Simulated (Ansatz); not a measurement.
Functionals compared on F on the 1x1 (110) surface of 3C silicon carbide (cut with top plane C + Si), one in a 2x2 cell, started at the site 'hollow C-C-Si-Si', in Ansatz (plane waves, PAW). The structure was relaxed with PBE; the other rows are single points on it, each with its references at the same level. Cutoff 420 eV (500 eV for r2SCAN).

Host crystal: 3C silicon carbide, with a band gap (PBE, scalar-relativistic without spin-orbit coupling).

Slab: 49 atoms, 7.7 Å thick at the start under the adsorbate (thin: gaps and levels are the slab's own); k 3x3x1, smearing 0.01 eV, dipole-corrected; 24 atoms held, the rest relaxed; symmetry of the start imposed; spin-polarised, ending with about 1.0 μB a cell; orders that need a larger cell were not tried, no spin-orbit, no U, no dispersion correction. At the end it is bonded to Si. In PBE it is, or lies within 0.03 eV of, the lowest of the starts that converged. These notes are the PBE run's. RPBE: The program's check for a lower electronic state was not made. r2SCAN: The program's check for a lower electronic state was not made. Adsorption energies are against ½ F2(g). A negative adsorption energy means that the adsorbate is more stable on the surface than in its reference.

```csv
functional,adsorption energy (eV),magnetic moment of the cell (μB),rough cost of the single point
PBE,-4.14,1.00,–
RPBE,-4.01,1.00,about 5 core-minutes (a rough figure)
r2SCAN,-4.51,1.00,very roughly 8 core-minutes
```

Ansatz is an electronic-structure program.
